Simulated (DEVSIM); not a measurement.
Structure: Ru/SiO2/n-GaAs capacitor, at 400 K.

```
layer (left to right)  material  thickness (nm)  Nd (cm⁻³)
---------------------  --------  --------------  ---------
1                          SiO2            1.00          -
2                          GaAs            9200     4.9e15
```

Metal gate on the left, work function 4.7 eV. Fixed charge at the semiconductor interface -5.11e12 cm⁻² (in units of +e); interface traps 2e12 cm⁻² eV⁻¹, uniform in energy, neutral level at 0.3 of the gap above the valence band.

This is a model device: material constants are rounded textbook-type values typed into the input, and sizes, dopings and lifetimes were drawn at random. Values at 300 K; Nc and Nv go as T^1.5, mobilities as T to minus their exponent, the gap by Varshni's rule with the affinity fixed.

```csv
parameter,SiO2,GaAs
gap (eV),9,1.424
affinity (eV),0.9,4.07
permittivity,3.9,12.9
Nc (cm⁻³),-,4.7e17
Nv (cm⁻³),-,9e18
Varshni α (eV/K),-,0.000541
Varshni β (K),-,204
```

DEVSIM, 1D Poisson equation in equilibrium, Boltzmann statistics, complete ionisation; no quantum confinement or tunnelling. Metal contacts follow the ideal Schottky-Mott rule: no Fermi-level pinning, no interface dipoles.

**Question.** Tabulate band edges, carrier densities and field at -0.3 V on the gate.

**Answer.** Energies count from the Fermi level of the right contact; mesh points crowd at the junctions.

```csv
x (μm),Ec (eV),Ev (eV),n (cm⁻³),p (cm⁻³),field (V/cm)
0.000,4.100,-4.900,< 1e2,< 1e2,2100000
0.0005719,4.219,-4.781,< 1e2,< 1e2,2100000
0.001361,1.135,-0.242,3600,1.2e16,-37000
0.003158,1.129,-0.249,4300,1.0e16,-37000
0.009012,1.107,-0.270,8100,5.5e15,-36000
0.01984,1.069,-0.308,24000,1.8e15,-35000
0.04345,0.990,-0.388,250000,1.8e14,-33000
0.1245,0.746,-0.631,2.9e8,1.5e11,-27000
0.2717,0.420,-0.958,3.7e12,1.2e7,-17000
0.5927,0.180,-1.197,3.9e15,11000,-1100
1.293,0.172,-1.205,4.9e15,9100,≈ 0
3.573,0.172,-1.205,4.9e15,9100,≈ 0
6.435,0.172,-1.205,4.9e15,9100,≈ 0
7.933,0.172,-1.205,4.9e15,9100,≈ 0
8.758,0.172,-1.205,4.9e15,9100,≈ 0
8.999,0.172,-1.205,4.9e15,9100,≈ 0
9.109,0.172,-1.205,4.9e15,9100,≈ 0
9.159,0.172,-1.205,4.9e15,9100,≈ 0
9.187,0.172,-1.205,4.9e15,9100,≈ 0
9.195,0.172,-1.205,4.9e15,9100,≈ 0
9.199,0.172,-1.205,4.9e15,9100,≈ 0
9.201,0.172,-1.205,4.9e15,9100,≈ 0
```
